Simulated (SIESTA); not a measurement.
Input and output of a self-consistent single point for Li2Al (Cm, 6 atoms in the cell) (SIESTA)

Method: GGA PBEsol, numerical atomic orbitals DZP, PseudoDojo PBEsol standard norm-conserving potentials (rewritten from UPF to PSML) (SIESTA 5.4.2).

The input file:

```
# files in the folder: Li.psml Al.psml (PseudoDojo PBEsol standard)
SystemName  Li2Al
SystemLabel li2al

NumberOfAtoms                6
NumberOfSpecies              2
%block ChemicalSpeciesLabel
  1 3 Li
  2 13 Al
%endblock ChemicalSpeciesLabel
LatticeConstant              5.365329 Ang
%block LatticeVectors
     0.428523023   -0.903530799    0.000000000
     0.428523023    0.903530799    0.000000000
     0.000000000    0.000000000    0.828316959
%endblock LatticeVectors
AtomicCoordinatesFormat      ScaledCartesian
%block AtomicCoordinatesAndAtomicSpecies
     0.428523023    0.467324200    0.216398634  1
     0.428523023   -0.467324200    0.621237719  1
     0.428523023   -0.162382555    0.207079240  1
     0.428523023    0.162382555    0.621237719  1
     0.428523023   -0.768037321    0.207079240  2
     0.428523023    0.768037321    0.621237719  2
%endblock AtomicCoordinatesAndAtomicSpecies

XC.functional                GGA
XC.authors                   PBEsol
PAO.BasisSize                DZP
PAO.EnergyShift              0.01 Ry
PAO.Polarization.NonPerturbative true
MeshCutoff                   350 Ry
%block kgrid.MonkhorstPack
    7   0   0  0.0
    0   7   0  0.0
    0   0   7  0.0
%endblock kgrid.MonkhorstPack
OccupationFunction           MP
OccupationMPOrder            0
ElectronicTemperature        1160.45 K

MaxSCFIterations             150
SCF.Mixer.Method             Broyden
SCF.Mixer.Weight             0.1
SCF.Mixer.History            8
SCF.DM.Tolerance             1.0E-05
Diag.ParallelOverK           true
WriteForces                  true
```

Log, with long lists cut:

```
reinit: Reading from file input.fdf

reinit: System Name: Li2Al
reinit: System Label: li2al

coor:   Atomic-coordinates input format  =     Cartesian coordinates
coor:                                          (in units of alat)

siesta: Atomic coordinates (Bohr) and species
siesta:      4.34480   4.73820   2.19407  1        1
siesta:      4.34480  -4.73820   6.29873  1        2
siesta:      4.34480  -1.64640   2.09958  1        3
siesta:      4.34480   1.64640   6.29873  1        4
siesta:      4.34480  -7.78713   2.09958  2        5
siesta:      4.34480   7.78713   6.29873  2        6

siesta: System type = bulk

initatomlists: Number of atoms, orbitals, and projectors:      6    50    68

siesta: ******************** Simulation parameters ****************************
redata: Spin configuration                          = none
redata: Time-Reversal Symmetry                      = T
redata: Number of Atomic Species                    =        2
redata: Mesh Cutoff                                 =   350.0000 Ry
redata: Net charge of the system                    =     0.0000 |e|
redata: Min. number of SCF Iter                     =        0
redata: Max. number of SCF Iter                     =      150
redata: SCF convergence failure will abort job
redata: SCF mix quantity                            = Hamiltonian
redata: Mix DM or H after convergence               =   F
redata: Recompute H after scf cycle                 =   F
redata: Mix DM in first SCF step                    =   T
redata: No kicks to SCF
redata: DM Mixing Weight for Kicks                  =     0.5000
redata: Require Harris convergence for SCF          =   F
redata: Harris energy tolerance for SCF             =     0.000100 eV
redata: Require DM convergence for SCF              =   T
redata: DM tolerance for SCF                        =     0.000010
redata: Require EDM convergence for SCF             =   F
redata: EDM tolerance for SCF                       =     0.001000 eV
redata: Require H convergence for SCF               =   T
redata: Hamiltonian tolerance for SCF               =     0.001000 eV
redata: Require (free) Energy convergence for SCF   =   F
redata: (free) Energy tolerance for SCF             =     0.000100 eV
redata: Using DFT-D3 dispersion                     =   F
redata: Using Saved Data (generic)                  =   F
redata: Method of Calculation                       = Diagonalization
redata: Electronic Temperature                      =  1160.4500 K
redata: Number of TDED substeps                     =        3
redata: Dynamics option                             = Single-point calculation
redata: Save all siesta data in one NC              =   F
redata: ***********************************************************************

%block SCF.Mixers
  Broyden
%endblock SCF.Mixers

%block SCF.Mixer.Broyden
  # Mixing method
  method broyden

  # Mixing options
  weight 0.1000
  weight.linear 0.1000
  weight.prime 0.1000
  history 8
%endblock SCF.Mixer.Broyden

DM_history_depth set to one: no extrapolation allowed by default for geometry relaxation
Size of DM history Fstack: 1
Total number of electrons:    18.000000
Total ionic charge:    18.000000

* ProcessorY, Blocksize:    1  51

* Orbital distribution balance (max,min):    50    50

 Kpoints in:          196 . Kpoints trimmed:          172

siesta: k-grid: Number of k-points = 172
siesta: k-points from Monkhorst-Pack grid
siesta: k-cutoff (effective) =    15.555 Ang
siesta: k-point supercell and displacements
siesta: k-grid:     7     0     0      0.000
siesta: k-grid:     0     7     0      0.000
siesta: k-grid:     0     0     7      0.000

diag: Algorithm                                     = D&C
diag: Parallel over k                               =   F
diag: Use parallel 2D distribution                  =   F
diag: Parallel block-size                           = 51
diag: Parallel distribution                         =     1 x     1
diag: Used triangular part                          = Lower
diag: Absolute tolerance                            =  0.100E-15
diag: Orthogonalization factor                      =  0.100E-05
diag: Memory factor                                 =  1.0000

superc: Internal auxiliary supercell:     7 x     7 x     5  =     245
superc: Number of atoms, orbitals, and projectors:   1470  12250  16660

                        Single-point calculation

superc: Internal auxiliary supercell:     7 x     7 x     5  =     245
superc: Number of atoms, orbitals, and projectors:   1470  12250  16660

outcell: Unit cell vectors (Ang):
        2.299167   -4.847740    0.000000
        2.299167    4.847740    0.000000
        0.000000    0.000000    4.444193

outcell: Cell vector modules (Ang)   :    5.365329    5.365329    4.444193
outcell: Cell angles (23,13,12) (deg):     90.0000     90.0000    129.2523
outcell: Cell volume (Ang**3)        :     99.0679
new_DM -- step:     1
Initializing Density Matrix...

Attempting to read DM from file... Failed...
DM filled with atomic data:

InitMesh: MESH = 60 x 60 x 72 = 259200
InitMesh: Mesh cutoff (required, used) =   350.000   423.376 Ry

stepf: Methfessel-Paxton step function
       Using Hermite-Gauss polynomials of order  0

        iscf     Eharris(eV)        E_KS(eV)     FreeEng(eV)     dDmax    Ef(eV) dHmax(eV)
   scf:    1     -889.031973     -904.683145     -904.688573  1.459189 -6.533484  1.043480
   scf:    2     -904.837986     -904.763728     -904.768960  0.017635 -6.565206  0.818071
   scf:    3     -904.935618     -904.877024     -904.881563  0.052656 -6.671099  0.238794
   scf:    4     -904.884791     -904.881387     -904.886011  0.014386 -6.693753  0.160665
   scf:    5     -904.881840     -904.881908     -904.886687  0.006521 -6.701492  0.084445
   scf:    6     -904.882368     -904.882178     -904.886907  0.001283 -6.701372  0.012502
   scf:    7     -904.882209     -904.882199     -904.886910  0.000260 -6.701659  0.011017
   scf:    8     -904.882200     -904.882199     -904.886913  0.000065 -6.701608  0.007847
   scf:    9     -904.882197     -904.882199     -904.886916  0.000082 -6.701533  0.003979
   scf:   10     -904.882192     -904.882196     -904.886917  0.000072 -6.701492  0.000712
   scf:   11     -904.882195     -904.882195     -904.886917  0.000017 -6.701468  0.000294
   scf:   12     -904.882195     -904.882195     -904.886917  0.000005 -6.701463  0.000178

SCF Convergence by DM+H criterion
max |DM_out - DM_in|         :     0.0000048928
max |H_out - H_in|      (eV) :     0.0001782751
SCF cycle converged after 12 iterations

Using DM_out to compute the final energy and forces

siesta: E_KS(eV) =             -904.8822

siesta: E_KS - E_eggbox =      -904.8822

siesta: Atomic forces (eV/Ang):
     1   -0.000000   -0.020441   -0.153338
     2   -0.000000    0.017817    0.010686
     3   -0.000000    0.012939    0.000848
     4   -0.000000   -0.015523    0.048693
     5    0.000000    0.124908    0.009508
     6    0.000000   -0.119874    0.083592
   Tot   -0.000000   -0.000175   -0.000011
   Max    0.153338
   Res    0.059718    sqrt( Sum f_i^2 / 3N )
   Max    0.153338    constrained

Stress tensor Voigt[x,y,z,yz,xz,xy] (kbar):        5.45       -0.14        0.15       -0.36        0.00        0.00
(Free)E + p*V (eV/cell)     -904.9994
Target enthalpy (eV/cell)     -904.8869

siesta: Program's energy decomposition (eV):
siesta: Ebs     =      -512.151997
siesta: Eions   =      1159.329439
siesta: Ena     =       336.438487
siesta: Ekin    =       610.583726
siesta: Enl     =      -468.027411
siesta: Eso     =         0.000000
siesta: Edftu   =         0.000000
siesta: DEna    =        10.638393
siesta: DUscf   =         0.297494
siesta: DUext   =         0.000000
siesta: Ex      =      -215.796969
siesta: Ec      =       -19.686476
siesta: Exc     =      -235.483445
siesta: Eharris =      -904.882195
siesta: Etot    =      -904.882195
siesta: FreeEng =      -904.886917

siesta: Atomic forces (eV/Ang):
siesta:      1   -0.000000   -0.020441   -0.153338
siesta:      2   -0.000000    0.017817    0.010686
siesta:      3   -0.000000    0.012939    0.000848
siesta:      4   -0.000000   -0.015523    0.048693
siesta:      5    0.000000    0.124908    0.009508
siesta:      6    0.000000   -0.119874    0.083592
siesta: ----------------------------------------
siesta:    Tot   -0.000000   -0.000175   -0.000011

siesta: Stress tensor (static) (eV/Ang**3):
siesta:     0.003399    0.000000   -0.000000
siesta:     0.000000   -0.000087   -0.000223
siesta:     0.000000   -0.000223    0.000095

siesta: Cell volume =         99.067851 Ang**3

siesta: Pressure (static):
siesta:                Solid            Molecule  Units
siesta:          -0.00001237          0.00001766  Ry/Bohr**3
siesta:          -0.00113555          0.00162139  eV/Ang**3
siesta:          -1.81935369          2.59775054  kBar
```

The run converged in 12 iterations.

The starting cell comes from a database of computed structures (which also holds hypothetical and non-ambient phases and stackings), without a prior relaxation at this level. Its lattice was rescaled by up to half a per cent. One atom was moved a little off its site on purpose. Values carry the incompleteness of an atom-centred basis.

Cost on one core of a shared machine: roughly 70 s.
